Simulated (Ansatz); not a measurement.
CdI2, response to strain

Base system: CdI$_{2}$ in the CdI2 type structure (space group P-3m1, No. 164; a = 4.153 Å, c = 6.554 Å; layered, stacked along the Cartesian z axis). Axes: x lies along a and z along c of the hexagonal cell.

Strains are applied to the cell and any free atomic positions relax; under biaxial strain the out-of-plane vector relaxes too.

Method: PBEsol-D3(BJ) (Ansatz, a program for electronic structure; PAW; 420 eV plane waves; no spin-orbit coupling), earlier PAW set.

Candidates:
(a) uniaxial strain ε_xx = −4.42 %
(b) tensor shear ε_yz = +2.93 %
(c) biaxial strain −2.12 %, plane normal [001], relaxed out of plane
(d) uniaxial strain ε_xx = −1.76 %

Before the change:

```
Property   Result
--------  -------
Band gap  2.17 eV
```

Order them by band gap, highest first.

(b) tensor shear ε_yz = +2.93 % (2.11 eV), (d) uniaxial strain ε_xx = −1.76 % (2.07 eV), (c) biaxial strain −2.12 %, plane normal [001], relaxed out of plane (2.02 eV), (a) uniaxial strain ε_xx = −4.42 % (1.86 eV)

With I present, leaving out spin-orbit coupling can change the band edges. Stability against distortions was not tested.
